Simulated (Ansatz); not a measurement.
For rock-salt LaS, PBEsol+SOC (PAW; Ansatz, a first-principles code) gives:

```
Property                           Value
------------------------------  --------
equilibrium lattice constant a   5.805 Å
bulk modulus                    89.5 GPa
```

What does r²SCAN+SOC (Ansatz, PAW) give for the same quantities?


- lattice constant a: 5.888 Å (rises by 1.4 %)
- bulk modulus: 84.0 GPa (falls by 6.1 %)

Changes are worked out from the printed values.

Unless a cell is named, each level is at its own relaxed cell (PBEsol+SOC 24.45, r²SCAN+SOC 25.52 Å³/atom).

Caveats: the relaxation could not lower the start's symmetry, so the cell can be a saddle point above a distorted one (PBEsol+SOC, r²SCAN+SOC). Ansatz's density-functional and Hartree–Fock values are scalar-relativistic unless marked +SOC, with PAW data made under PBE.
